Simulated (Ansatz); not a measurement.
# How the bulk modulus B0 of Ba₃N (P6₃/mcm, No. 193, 8 atoms in the cell; start mp-10736) moves with the method

No measured value is used here.

```tsv
level (code)	value (GPa)	cell (Å³/atom)
LDA (Ansatz)	[?]	40.27
PBEsol (Ansatz)	12.4	42.48
r²SCAN (Ansatz)	12.3	46.00
```

### Question
What belongs in the gaps?

### Answer

- LDA (Ansatz, a program for electronic structure), value (GPa): 13.1

LDA, PBEsol, r²SCAN: the bulk modulus is −V dP/dV from two relaxed cells at ±2 % in volume. LDA, PBEsol, r²SCAN: the relaxation could not lower the start's symmetry, so the cell can be a saddle point above a distorted one. Each level is taken at its own relaxed cell. Cutoffs differ between the levels. Ansatz's density-functional and Hartree–Fock values are scalar-relativistic unless marked +SOC, with PAW data made under PBE.

A start named mp-… is a Materials Project structure, which need not be a measured phase.
